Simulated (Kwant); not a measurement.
Model system: π system C1=Cc2cccc3cccc1c23 between two chain leads. The π system is taken as planar. Atoms are numbered from 0 in the order of the SMILES. Site energies (eV, carbon 0): [0.0, 0.0, 0.0, 0.0, 0.0, 0.0, 0.0, 0.0, 0.0, 0.0, 0.0, 0.0]. Bonds (i, j, β in eV): (0,1,-3) (1,2,-3) (2,3,-3) (3,4,-3) (4,5,-3) (5,6,-3) (6,7,-3) (7,8,-3) (8,9,-3) (9,10,-3) (10,11,-3) (10,0,-3) (11,2,-3) (11,6,-3). Leads: chains of hopping −4.5 eV, joined by −1.5 eV to atoms 0 and 8.

Site energies and bond integrals are typed Hückel values.

Kwant, Hückel tight-binding model, one pz orbital an atom, one spin, coherent transport at 0 K. Conductance is in e²/h.

Sweep values stay those of the base run.

Base results: transmission at E = 0 < 1e-12.

Task: What follows from this one change: contacts moved from atoms [0, 8] to [0, 1]?

Result: transmission at E = 0 < 1e-12 → 0.11.

Task: What follows from this one change: contacts moved from atoms [0, 8] to [3, 5]?

Result: transmission at E = 0 < 1e-12 → 0.021.
